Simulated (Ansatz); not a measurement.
Output of an Ansatz run (abridged):

```
WARN the atoms were moved onto the symmetric positions of the space group found under crystal.symmetry.tolerance 1.0e-5 (fractional …
WARN ansatz: RAYON_NUM_THREADS=1 ignored (pool sized by the plan → 1); use --threads N
Pseudopotentials: kind: paw
Pseudopotential: Ir, paw, valence charge 17
Pseudopotential: Mo, paw, valence charge 14
Crystal: 12 atoms, lattice volume = 231.104 Å³
Basis set: ecut = 420.4159175005146 eV, 4523 PW (Γ), exchange–correlation on 80×80×120 points (8 copies of the dense FFT grid, shifted against one another)
Bands: 108, of which v1, the nominal top of the filled ones, is band 90 counted from 1 (89 counted from 0)
Symmetry: 24 space group operations
Space group: P63/mmc (ITA 194), of the structure as read, at distance tolerance 6.1e-5 Å
k-points: 14 of 108
Initial density: superposition of atomic densities (neutral atoms: chi_scale 0, normalization atom), corrected by the library's trained network
Initial wavefunctions: pseudopotential atomic-orbital guess
Eigensolver: davidson
Functional: x = pbe(κ = 0.804, μ = 0.2195149727645171), c = pbe(β = 0.06672455060314922)
SCF iter   1: F=—  HF=-87381.443932 eV  |F-HF|=—  |Δ(HF+E_count)|=         —  Δρ=7.11e-3  dr2=1.32e-1  ethr=1.77e-3  ⟨swp⟩=4.2  Hψ=4569  notcnv=0
all-band conjugate gradients solve this SCF's bands
preconditioner: auto → Kerker (q_TF=auto, 2.617 Å⁻¹)
SCF iter   2: F=—  HF=-87381.432047 eV  |F-HF|=—  |Δ(HF+E_count)|=   1.19e-2  S|Δr|=    0.00e0  Δρ=3.38e-3  dr2=2.78e-2  ethr=7.32e-5  ⟨swp⟩=1.9  Hψ=1927  notcnv=0
SCF iter   3: F=—  HF=-87381.426425 eV  |F-HF|=—  |Δ(HF+E_count)|=   5.62e-3  S|Δr|=    0.00e0  Δρ=6.13e-4  dr2=8.15e-4  ethr=1.54e-5  ⟨swp⟩=2.0  Hψ=2003  notcnv=0
SCF iter   4: F=—  HF=-87381.426366 eV  |F-HF|=—  |Δ(HF+E_count)|=   5.94e-5  S|Δr|=    0.00e0  Δρ=1.25e-4  dr2=4.43e-5  ethr=4.53e-7  ⟨swp⟩=2.0  Hψ=2154  notcnv=0
SCF iter   5: F=—  HF=-87381.426776 eV  |F-HF|=—  |Δ(HF+E_count)|=   4.11e-4  S|Δr|=    0.00e0  Δρ=3.04e-5  dr2=1.99e-6  ethr=2.46e-8  ⟨swp⟩=2.6  Hψ=2385  notcnv=0
SCF iter   6: F=-87381.426776 eV  HF=-87381.426776 eV  |F-HF|=1.31e-8  |Δ(HF+E_count)|=   1.45e-8  S|Δr|=    0.00e0  Δρ=6.01e-6  dr2=7.85e-8  ethr=5.56e-11  ⟨swp⟩=6.5  Hψ=5670  notcnv=0
SCF 1 converged in 6 iterations: F = -87381.426776 eV  dr2 = 7.85e-8
SCF converged after 6 iterations
Stability not checked (fill_not_monotonic)
Free energy (F): -87381.426776 eV
Harris-Foulkes:  -87381.426776 eV  (|F-HF|=1.31e-8)
Internal energy: -87381.431215 eV  (E = F + TS)
E sigma→0 (E₀):  -87381.427886 eV
Entropy (-TS):   0.004438 eV (0.370 meV/atom)
Fermi energy:    16.562844 eV
--- Per-component energies (eV) ---
  E_band       = -1778.573342
  E_kinetic    = 5944.942735
  E_local      = -13476.769181  (includes V_loc(G=0)·N_el)
  E_nonlocal   = 1433.790125
  E_hartree    = 4689.860225
  E_xc         = -2506.054849
  E_vxc        = -2986.491072  (∫ρ·V_xc dr)
  E_paw        = -62499.665941  (= ΣΔE_a)
  E_vpaw       = -2073.766474  (= ΣTr[D̂ρ^β])
  E_aug_tail   = 0.000611  (compensation charges beyond the density's cutoff)
  E_ewald      = -20967.534939
  E_smearing   = 0.004438  (= −TS)
  E_closure    = -0.000000  (closes the sum)
  Σ components = -87381.426776   (vs F -87381.426776, Δ=0.00e0)
--- Forces (eV/Å), atoms counted from 1 ---
  atom   1  Ir     0.00000000    -0.00000000     0.01859312
  atom   2  Ir    -0.00000000     0.00000000     0.01859312
  atom   3  Ir     0.00000000     0.00000000    -0.01859312
  atom   4  Ir     0.00000000    -0.00000000    -0.01859312
  atom   5  Mo    -0.00000000     0.00000000     0.00000000
  atom   6  Mo    -0.00000000     0.00000000     0.00000000
  atom   7  Mo    -0.04367533     0.02521596     0.00000000
  atom   8  Mo    -0.04367533    -0.02521596     0.00000000
  atom   9  Mo     0.00000000    -0.05043193    -0.00000000
  atom  10  Mo     0.04367533    -0.02521596    -0.00000000
  atom  11  Mo     0.04367533     0.02521596    -0.00000000
  atom  12  Mo     0.00000000     0.05043193     0.00000000
  max |Σ_I F_I| component: 3.47e-18 eV/Å
--- Stress (GPa, compression-positive) ---
      -32.214650      -0.000000       0.000000
       -0.000000     -32.214650      -0.000000
        0.000000      -0.000000     -32.414977
  P = ⅓ Tr σ = -32.2814 GPa (-322.814 kbar)
  The stress holds the Pulay correction. Without it, at fixed plane waves, as pw.x and ABINIT print it: P = -32.3187 GPa
--- Band table (eV; the first three rows and the last of 14) ---
  k-point 0: bands = ["-75.1851", "-75.1847", "-75.1839", "-75.1835", "-44.6607", "-44.6342", "-44.4662", "-44.4662", "-44.4661", "-44.4661", "-44.3886", "-44.3609", "-32.0141", "-32.0141", "-32.0125", "-32.0125", "-31.9946", "-31.9927", "-31.9927", [...]
  k-point 1: bands = ["-75.1850", "-75.1848", "-75.1837", "-75.1835", "-44.6546", "-44.6413", "-44.4662", "-44.4662", "-44.4661", "-44.4661", "-44.3812", "-44.3674", "-32.0137", "-32.0137", "-32.0129", "-32.0129", "-31.9941", "-31.9930", "-31.9923", [...]
  k-point 2: bands = ["-75.1850", "-75.1846", "-75.1839", "-75.1835", "-44.6504", "-44.6247", "-44.4805", "-44.4758", "-44.4662", "-44.4661", "-44.3886", "-44.3572", "-32.0145", "-32.0134", "-32.0129", "-32.0117", "-31.9972", "-31.9928", "-31.9923", [...]
  k-point 13: bands = ["-75.1845", "-75.1845", "-75.1841", "-75.1841", "-44.5664", "-44.5664", "-44.5664", "-44.5469", "-44.4663", "-44.4663", "-44.3766", "-44.3565", "-32.0157", "-32.0151", "-32.0060", "-32.0060", "-32.0043", "-32.0043", [...]
```

The structure:

```xyz
12
Lattice="5.4593 0.0000 0.0000 -2.7297 4.7279 0.0000 0.0000 0.0000 8.9536" Properties=species:S:1:pos:R:3 pbc="T T T"
Ir     0.0000     3.1519     0.5628
Ir     2.7297     1.5760     5.0396
Ir     2.7297     1.5760     8.3908
Ir     0.0000     3.1519     3.9140
Mo     0.0000     0.0000     0.0000
Mo     0.0000     0.0000     4.4768
Mo     4.0712     0.8015     2.2384
Mo     1.3415     3.9265     6.7152
Mo     2.7297     3.1250     2.2384
Mo    -1.3415     3.9265     6.7152
Mo     1.3882     0.8015     2.2384
Mo     0.0000     1.6029     6.7152
```

### Question
Reconstruct the input of this run.

### Answer
Other spellings and defaults could give the same log, and not every line can be read from it. The input that was run (DFT, PBE, plane waves, default PAW files):

Ansatz 0.2 input:
```yaml
# Mo2Ir
crystal:
  lattice:
    - [5.45933400, 0.00000000, 0.00000000]
    - [-2.72966700, 4.72792200, 0.00000000]
    - [0.00000000, 0.00000000, 8.95360100]
  atoms:
    - { symbol: Ir, position: [0.33333300, 0.66666700, 0.06286000] }
    - { symbol: Ir, position: [0.66666700, 0.33333300, 0.56286000] }
    - { symbol: Ir, position: [0.66666700, 0.33333300, 0.93714000] }
    - { symbol: Ir, position: [0.33333300, 0.66666700, 0.43714000] }
    - { symbol: Mo, position: [0.00000000, 0.00000000, 0.00000000] }
    - { symbol: Mo, position: [0.00000000, 0.00000000, 0.50000000] }
    - { symbol: Mo, position: [0.83048500, 0.16951500, 0.25000000] }
    - { symbol: Mo, position: [0.66097000, 0.83048500, 0.75000000] }
    - { symbol: Mo, position: [0.83048500, 0.66097000, 0.25000000] }
    - { symbol: Mo, position: [0.16951500, 0.83048500, 0.75000000] }
    - { symbol: Mo, position: [0.33903000, 0.16951500, 0.25000000] }
    - { symbol: Mo, position: [0.16951500, 0.33903000, 0.75000000] }
basis:
  ecutwfc: 30.9 Ry
kpoints:
  mp_grid: { grid: [6, 6, 3] }
hamiltonian:
  xc: pbe
  pseudopotentials: { kind: paw }
scf:
  occupations: { method: methfessel_paxton, width: 0.02 Ry }
output:
  forces: true
  eigenvalues: true
  stress: true
```

The starting cell was generated: these elements placed on a structure prototype, without a prior relaxation; it need not be a known phase or ordering of this composition. Spin-orbit coupling is off. Spin polarisation is off. With a pressure of about -32 GPa the cell is away from its equilibrium volume at this level. Ansatz's pressure includes its estimate of the finite-basis (Pulay) stress.

Ansatz is a first-principles code.
